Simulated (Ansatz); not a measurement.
Effect of x(K) = 0.667, 3 atoms, P-3m1 on Na

Take Na in the bcc (W type) structure (space group Im-3m, No. 229; a = 4.222 Å) as the base.

The other end (x = 1) is K in the bcc (W type) structure (space group Im-3m, No. 229): 76.33 Å³/atom, gap zero.

It is then changed as follows: a fraction x = 0.667 of the Na sites is given to K, ordered in a cell of 3 atoms (starting symmetry P-3m1) and fully relaxed.

Level of theory: Ansatz (a first-principles code), r2SCAN, PAW, cutoff 500 eV, no spin-orbit coupling. Γ-centred 8×8×11 mesh, Fermi–Dirac width 0.05 eV, for the changed cell.

```json
[
 {"quantity": "volume per atom", "base": "37.63 Å³", "changed": "61.60 Å³", "shift": "+23.97 Å³"},
 {"quantity": "density", "base": "1.01 g/cm³", "changed": "0.91 g/cm³", "shift": "-0.105 g/cm³"},
 {"quantity": "band gap", "base": "zero", "changed": "zero", "shift": "–"},
 {"quantity": "mixing energy (to 0.01 eV only: unlike meshes or grids)", "base": "–", "changed": "+0.03 eV/atom", "shift": "–"}
]
```

Final structure:

```yaml
crystal:
  lattice:
    - [6.97371, 0.00000, 0.00000]
    - [-3.48686, 6.03941, 0.00000]
    - [0.00000, 0.00000, 4.38760]
  atoms:
    - { symbol: K, position: [0.33333, 0.66667, 0.67463] }
    - { symbol: K, position: [0.66667, 0.33333, 0.32537] }
    - { symbol: Na, position: [0.00000, 0.00000, 0.00000] }
```

Cost of the whole job for the changed cell (relaxation, final SCF and bands): very roughly 120 core-seconds.

These are small ordered cells, not random alloys; other orderings at the same x differ. Stability against distortions was not tested.
